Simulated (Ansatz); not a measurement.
The starting structures come from a database of crystals and need not be the phases stable at ambient conditions.

Consider the following.

```
WY6O12
1.0
    6.43976     0.00000     0.00000
   -0.97112     6.36612     0.00000
    0.97112     1.13049     6.26494
Y W O
6 1 12
Direct
  0.38988   0.68555   0.14349
  0.61012   0.31445   0.85651
  0.85651   0.38988   0.31445
  0.14349   0.61012   0.68555
  0.68555   0.85651   0.61012
  0.31445   0.14349   0.38988
  0.00000   0.00000   0.00000
  0.40843   0.82325   0.43123
  0.59157   0.17675   0.56877
  0.56877   0.40843   0.17675
  0.43123   0.59157   0.82325
  0.82325   0.56877   0.59157
  0.17675   0.43123   0.40843
  0.29509   0.07604   0.03343
  0.70491   0.92396   0.96657
  0.96657   0.29509   0.92396
  0.03343   0.70491   0.07604
  0.07604   0.96657   0.70491
  0.92396   0.03343   0.29509
```

Space group of this cell: R-3. The cell is taken as given; by PBEsol its mean pressure is -2.9 GPa.

Transport runs along the normal of the first two printed cell vectors, the (101) plane of the conventional cell.

The gap is the functional's own, uncorrected, and κ follows it; spin-orbit coupling is left out. Mid-gap values are interpolated between the computed energies.

Problem. Predict the band gap and the smallest decay constant κ at mid-gap from PBEsol (Ansatz, an electronic-structure program).

Solution. Gap 3.10 eV on a 6×6×6 mesh; κ = 0.362 1/Å, at the zone centre.
